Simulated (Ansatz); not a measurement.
An Ansatz (a program for electronic structure) input (Ansatz, r2SCAN, PAW, cutoff 500 eV, scalar-relativistic without spin-orbit coupling, earlier PAW set):

Ansatz 0.2 input:
```yaml
crystal:
  lattice:
    - [-0.0136101475, 2.7220294975, 2.7220294975]
    - [2.70841935, 0, 2.70841935]
    - [2.7220294975, 2.7220294975, -0.0136101475]
  atoms:
    - { symbol: Si, position: [0.5, 0.5, 0.5] }
    - { symbol: Si, position: [0.75, 0.75, 0.75] }
basis: { ecutwfc: 500, ecutrho_ratio: 4, xc_grid: 4, fft_grid_basis: typed }
kpoints: { mp_grid: { grid: [10, 10, 10] } }
hamiltonian:
  xc: r2scan
  dispersion: none
  pseudopotentials: { azcp: { folder: ./paw }, kind: paw }
scf: { occupations: { method: fermi_dirac, width: 0.05 }, convergence: { dr2_threshold: 0.0000000002 } }
relax: { f_tol: 0.005, max_steps: 50 }
output: { forces: true, stress: true }
checkpoint: { write: state.ck, write_every: 1000 }
```

**Question.** Which symmetry and how many k-points will the program report, and about how many plane waves at Γ?

**Answer.** Space group Imma (ITA 74) with 8 operations, k-points 171 of 1000, and 989 plane waves at Γ.

The cells carry an imposed strain or load. Whether these cells are dynamically stable was not tested. The cell was made from Si in the diamond structure (space group Fd-3m, No. 227) by this change: tensor shear ε_xz = −0.50 %.
